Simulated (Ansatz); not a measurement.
Consider a 16-atom cell of (Ru,Rh) started in the hexagonal close-packed structure, site fractions Ru 0.750, Rh 0.250, short-range order -0.06 among the nearest mixed sites of the first mixed sublattice (0 is random, a negative value favours unlike neighbours), space group P1 at the end. Its start:

```xyz
16
Lattice="0.0000 -4.7340 -4.3318 0.0004 4.7358 -4.3338 5.4667 -0.0007 4.3325" Properties=species:S:1:pos:R:3 pbc="T T T"
Rh     1.3618    -0.7886    -3.2537
Ru     5.4598     1.6062     1.0843
Ru     5.4497    -3.1467     1.0835
Ru     4.1063    -0.8034     1.0865
Ru     2.7408     1.5899    -3.3187
Ru     2.7501    -3.1623    -3.1783
Ru     1.3510     3.9388    -3.2487
Ru     4.1264    -0.8010    -3.2557
Ru     2.7451    -1.5992    -1.0633
Rh     1.3648     0.7938    -1.0677
Ru     1.3588     0.8103    -5.4446
Ru     0.0078     3.1499    -5.3857
Rh     4.0974     0.7867    -1.0829
Ru     4.1095    -3.9378    -1.0827
Rh     2.7370     3.1607    -1.0949
Ru    -0.0287    -1.5882    -5.4420
```

Method: r2SCAN (plane waves to 500 eV, PAW; Ansatz, a first-principles code). Spin–orbit coupling is left out; the runs are not spin-polarised. Its k-point mesh 6×6×6, Fermi–Dirac width 0.05 eV.

Predict the alloy's volume and bond lengths.


- volume per atom = 13.54 Å³
- Ru–Ru bonds (within 1.22 times the sum of covalent radii) = 2.670 Å on average, from 2.603 to 2.722 (53)
- Rh–Ru bonds (within 1.22 times the sum of covalent radii) = 2.681 Å on average, from 2.633 to 2.722 (38)
- Rh–Rh bonds (within 1.22 times the sum of covalent radii) = 2.699 Å on average, from 2.655 to 2.732 (5)
